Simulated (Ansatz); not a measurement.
Here is the system:

```xyz
2
Lattice="0.0350 3.0666 3.0666 3.0666 0.0350 3.0666 3.1015 3.1015 0.0000" Properties=species:S:1:pos:R:3 pbc="T T T"
Cd     0.0000     0.0000     0.0150
Se     1.5508     1.5508     1.5183
```

No spin polarisation.

All numbers come from r2SCAN (Ansatz, a quantum-chemistry and plane-wave program, PAW, without spin-orbit coupling). Settings: 9×9×9 k-points, 0.05 eV Fermi–Dirac smearing.

What valence-band top at Γ (three highest levels, from the VBM) does the calculation give?

0.00, -0.05, -0.10 eV.

Estimate the electron mass.

0.093 mₑ (at Γ).

The levels and masses belong to the bands next to the band gap. The cells carry an imposed strain or load. Masses are band curvatures over ±0.01 Å⁻¹ around the edge. Whether these cells are dynamically stable was not tested. The cell was made from CdSe in the zinc blende structure (space group F-43m, No. 216) by this change: tensor shear ε_xy = +1.14 %.
